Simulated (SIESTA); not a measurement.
# Worked example: self-consistent single point of CsLiMnS2 (I-4m2, 5 atoms in the cell) in SIESTA

Method: GGA PBEsol, numerical atomic orbitals DZP, PseudoDojo PBEsol standard norm-conserving potentials (rewritten from UPF to PSML) (SIESTA).

Input as run:

```
# files in the folder: Cs.psml Li.psml Mn.psml S.psml (PseudoDojo PBEsol standard)
SystemName  CsLiMnS2
SystemLabel CsLiMnS2

NumberOfAtoms                5
NumberOfSpecies              4
%block ChemicalSpeciesLabel
  1 55 Cs
  2 3 Li
  3 25 Mn
  4 16 S
%endblock ChemicalSpeciesLabel
LatticeConstant              1.0 Bohr
%block LatticeVectors
    -3.934145230    3.934145230   13.353834697
     3.934145230   -3.934145230   13.353834697
     3.934145230    3.934145230  -13.353834697
%endblock LatticeVectors
AtomicCoordinatesFormat      Ang
%block AtomicCoordinatesAndAtomicSpecies
     0.000000000    0.000000000    0.000000000  1
     2.081860000    0.000000000    3.533272500  2
     0.000000000    2.081860000    3.533272500  3
    -0.000000000    0.000000000    9.311445016  4
    -0.000000000    0.000000000    4.821644984  4
%endblock AtomicCoordinatesAndAtomicSpecies

XC.functional                GGA
XC.authors                   PBEsol
PAO.BasisSize                DZP
PAO.EnergyShift              0.005 Ry
PAO.Polarization.NonPerturbative true
MeshCutoff                   400 Ry
%block kgrid.MonkhorstPack
    7   0   0  0.0
    0   7   0  0.0
    0   0   7  0.0
%endblock kgrid.MonkhorstPack
OccupationFunction           MP
OccupationMPOrder            0
ElectronicTemperature        10.0 meV
Spin                         polarized
%block DM.InitSpin
  1 +0.00
  2 +0.00
  3 +4.00
  4 +0.00
  5 +0.00
%endblock DM.InitSpin

MaxSCFIterations             150
SCF.Mixer.Method             Pulay
SCF.Mixer.Weight             0.1
SCF.Mixer.History            8
SCF.DM.Tolerance             1.0E-04
Diag.ParallelOverK           true
WriteForces                  true
Charge.Mulliken              end
```

Log, with long lists cut:

```
reinit: Reading from file input.fdf

reinit: System Name: CsLiMnS2
reinit: System Label: CsLiMnS2

NOTE on units for spin output:
{S} is the spin magnetic moment, in units of the Bohr magneton,
assuming a g-factor for the electron spin of exactly 2.
The spin magnetic moment is then numerically equal to the charge inbalance,
in units of electrons, between the spin-up and -down channels.

coor:   Atomic-coordinates input format  =     Cartesian coordinates
coor:                                          (in Angstroms)

siesta: Atomic coordinates (Bohr) and species
siesta:      0.00000   0.00000   0.00000  1        1
siesta:      3.93415   0.00000   6.67692  2        2
siesta:      0.00000   3.93415   6.67692  3        3
siesta:     -0.00000   0.00000  17.59608  4        4
siesta:     -0.00000   0.00000   9.11159  4        5

siesta: System type = bulk

initatomlists: Number of atoms, orbitals, and projectors:      5    60    80

siesta: ******************** Simulation parameters ****************************
redata: Spin configuration                          = collinear
redata: Time-Reversal Symmetry                      = T
redata: Number of Atomic Species                    =        4
redata: Mesh Cutoff                                 =   400.0000 Ry
redata: Net charge of the system                    =     0.0000 |e|
redata: Min. number of SCF Iter                     =        0
redata: Max. number of SCF Iter                     =      150
redata: SCF convergence failure will abort job
redata: SCF mix quantity                            = Hamiltonian
redata: Mix DM or H after convergence               =   F
redata: Recompute H after scf cycle                 =   F
redata: Mix DM in first SCF step                    =   T
redata: No kicks to SCF
redata: DM Mixing Weight for Kicks                  =     0.5000
redata: Require Harris convergence for SCF          =   F
   [... lines left out ...]
diag: Used triangular part                          = Lower
diag: Absolute tolerance                            =  0.100E-15
diag: Orthogonalization factor                      =  0.100E-05
diag: Memory factor                                 =  1.0000

superc: Internal auxiliary supercell:     7 x     7 x     9  =     441
superc: Number of atoms, orbitals, and projectors:   2205  26460  35280

                        Single-point calculation

superc: Internal auxiliary supercell:     7 x     7 x     9  =     441
superc: Number of atoms, orbitals, and projectors:   2205  26460  35280

outcell: Unit cell vectors (Ang):
       -2.081860    2.081860    7.066545
        2.081860   -2.081860    7.066545
        2.081860    2.081860   -7.066545

outcell: Cell vector modules (Ang)   :    7.655347    7.655347    7.655347
outcell: Cell angles (23,13,12) (deg):    148.4395    148.4395     45.2370
outcell: Cell volume (Ang**3)        :    122.5096
new_DM -- step:     1
Initializing Density Matrix...

Attempting to read DM from file... Failed...
DM filled with atomic data (user-defined):

InitMesh: MESH = 80 x 80 x 60 = 384000
InitMesh: Mesh cutoff (required, used) =   400.000   481.751 Ry

stepf: Methfessel-Paxton step function
       Using Hermite-Gauss polynomials of order  0
        iscf     Eharris(eV)        E_KS(eV)     FreeEng(eV)     dDmax    Ef(eV) dHmax(eV)
   scf:    1    -4371.273722    -4387.968064    -4387.968064  0.889577 -3.823987 15.841468
     spin moment: {S} , |S| = {        0.0        0.0    5.00000 }     5.00000
   scf:    2    -4394.649841    -4391.664425    -4391.664425  0.093354 -4.316382  9.030601
     spin moment: {S} , |S| = {        0.0        0.0    5.00000 }     5.00000
   scf:    3    -4394.605230    -4393.695773    -4393.695773  0.119427 -4.981430  1.870598
     spin moment: {S} , |S| = {        0.0        0.0    5.00000 }     5.00000
   scf:    4    -4393.886915    -4393.852593    -4393.852593  0.070834 -4.927405  1.142648
     spin moment: {S} , |S| = {        0.0        0.0    5.00000 }     5.00000
   scf:    5    -4393.882660    -4393.875010    -4393.875010  0.012012 -4.892984  0.315283
     spin moment: {S} , |S| = {        0.0        0.0    5.00000 }     5.00000
   scf:    6    -4393.839256    -4393.864497    -4393.864497  0.017471 -5.120702  0.918841
   [... lines left out ...]
   scf:    8    -4393.877611    -4393.881239    -4393.881239  0.011270 -5.066563  0.226437
     spin moment: {S} , |S| = {        0.0        0.0    5.00000 }     5.00000
   scf:    9    -4393.881909    -4393.881596    -4393.881596  0.000838 -5.057358  0.179529
     spin moment: {S} , |S| = {        0.0        0.0    5.00000 }     5.00000
   scf:   10    -4393.882091    -4393.882134    -4393.882134  0.002619 -5.034472  0.031306
     spin moment: {S} , |S| = {        0.0        0.0    5.00000 }     5.00000
   scf:   11    -4393.882152    -4393.882144    -4393.882144  0.000349 -5.036465  0.018704
     spin moment: {S} , |S| = {        0.0        0.0    5.00000 }     5.00000
   scf:   12    -4393.882155    -4393.882152    -4393.882152  0.000253 -5.038097  0.004118
     spin moment: {S} , |S| = {        0.0        0.0    5.00000 }     5.00000
   scf:   13    -4393.882152    -4393.882152    -4393.882152  0.000061 -5.038560  0.000927
     spin moment: {S} , |S| = {        0.0        0.0    5.00000 }     5.00000
SCF Convergence by DM+H criterion
max |DM_out - DM_in|         :     0.0000605820
max |H_out - H_in|      (eV) :     0.0009266053
SCF cycle converged after 13 iterations

Using DM_out to compute the final energy and forces

siesta: E_KS(eV) =            -4393.8822

siesta: E_KS - E_eggbox =     -4393.8822

siesta: Atomic forces (eV/Ang):
     1   -0.000001    0.000001    0.000000
     2   -0.000255    0.000255   -0.000000
     3   -0.000052    0.000052   -0.000000
     4   -0.000098   -0.000233   -0.042748
     5    0.000233    0.000098    0.042748
   Tot   -0.000173    0.000173   -0.000000
   Max    0.042748
   Res    0.015610    sqrt( Sum f_i^2 / 3N )
   Max    0.042748    constrained

Stress tensor Voigt[x,y,z,yz,xz,xy] (kbar):        9.14        9.14       11.91        0.20        0.20       -0.01
(Free)E + p*V (eV/cell)    -4394.6517
Target enthalpy (eV/cell)    -4393.8822

siesta: Program's energy decomposition (eV):
siesta: Ebs     =      -934.822314
siesta: Eions   =      6253.462267
siesta: Ena     =      1070.213280
siesta: Ekin    =      1817.400889
siesta: Enl     =      -156.134364
siesta: Eso     =         0.000000
siesta: Edftu   =         0.000000
siesta: DEna    =        25.698204
siesta: DUscf   =         1.300837
siesta: DUext   =         0.000000
siesta: Ex      =      -834.031143
siesta: Ec      =       -64.867588
siesta: Exc     =      -898.898731
siesta: Eharris =     -4393.882152
siesta: Etot    =     -4393.882152
siesta: FreeEng =     -4393.882152

siesta: Atomic forces (eV/Ang):
siesta:      1   -0.000001    0.000001    0.000000
siesta:      2   -0.000255    0.000255   -0.000000
siesta:      3   -0.000052    0.000052   -0.000000
siesta:      4   -0.000098   -0.000233   -0.042748
siesta:      5    0.000233    0.000098    0.042748
siesta: ----------------------------------------
siesta:    Tot   -0.000173    0.000173   -0.000000

siesta: Stress tensor (static) (eV/Ang**3):
siesta:     0.005706   -0.000004    0.000124
siesta:    -0.000004    0.005706    0.000124
siesta:     0.000124    0.000124    0.007434

siesta: Cell volume =        122.509611 Ang**3

siesta: Pressure (static):
   [... lines left out ...]
siesta:         -10.06434992         -9.22580897  kBar
   [... lines left out ...]
              0.072

Species: Li
Atom  Qatom  Qorb
               1s      2s      2s      2py     2pz     2px
   2  1.614   0.996   0.312  -0.086   0.126   0.141   0.126

Species: Mn
Atom  Qatom  Qorb
               3s      4s      4s      3py     3pz     3px     4py     4pz
               4px     3dxy    3dyz    3dz2    3dxz    3dx2-y2 3dxy    3dyz
               3dz2    3dxz    3dx2-y2
   3  4.789   0.980   0.049   0.007   1.002   1.001   1.002   0.095   0.093
              0.095   0.080   0.123   0.053   0.123   0.165  -0.010  -0.019

             -0.007  -0.019  -0.023

Species: S
Atom  Qatom  Qorb
               3s      3s      3py     3pz     3px     3py     3pz     3px
               3dxy    3dyz    3dz2    3dxz    3dx2-y2
   4  3.231   0.824   0.043   0.833   0.883   0.806  -0.056  -0.090  -0.049
              0.006   0.009   0.005   0.012   0.005
   5  3.231   0.824   0.043   0.806   0.883   0.833  -0.049  -0.090  -0.056
              0.006   0.012   0.005   0.009   0.005

mulliken: Qtot =       17.000

Mulliken Atomic Populations:
Atom #   charge [q] valence [e]      Sz [e]  Species
     1     0.720970    8.279030    0.008507  Cs
     2    -0.195040    3.195040   -0.033453  Li
     3     0.745089   14.254911    4.677080  Mn
     4    -0.635510    6.635510    0.173933  S
     5    -0.635510    6.635510    0.173933  S
 Total     0.000000                5.000000
```

The run converged in 13 iterations.

The starting cell comes from a database of computed structures (which also holds hypothetical and non-ambient phases and stackings), without a prior relaxation at this level. With one magnetic atom in the cell only a parallel order is possible. Values carry the incompleteness of an atom-centred basis.

Cost on one core of a shared machine: roughly 2 min.
